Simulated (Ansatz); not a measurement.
Input:

```xyz
2
Lattice="0.0000 2.5521 2.5909 2.5521 0.0000 2.5909 2.5521 2.5521 0.0000" Properties=species:S:1:pos:R:3 pbc="T T T"
Mg     0.0000     0.0000     0.0000
S      2.5521     2.5521     2.5909
```

Calculation: PBEsol, rigid bands (plane waves, PAW, scalar-relativistic; Ansatz, a first-principles code). Condition of this run: biaxial strain xx = yy = -1.5 %, z clamped. Cell: cell and atoms relaxed with PBEsol, then loaded as said.

Question: Predict the hole conductivity mass (n e² τ/σ) at 300 K, by direction if it differs.

Answer: 0.99 (x), 0.99 (y), 0.94 (z) mₑ.

Question: Predict the electron conductivity mass (n e² τ/σ) at 300 K, by direction if it differs.

Answer: 0.39 (x), 0.39 (y), 0.31 (z) mₑ.

Question: And the band gap?

Answer: 2.72 eV at this level; semilocal functionals usually fall short of the measured gap.

Rigid bands, one relaxation time for all states, no polarons. Spin-orbit coupling is left out; where it splits the top of the valence band it changes the hole mass and lowers the gap by about a third of the splitting.
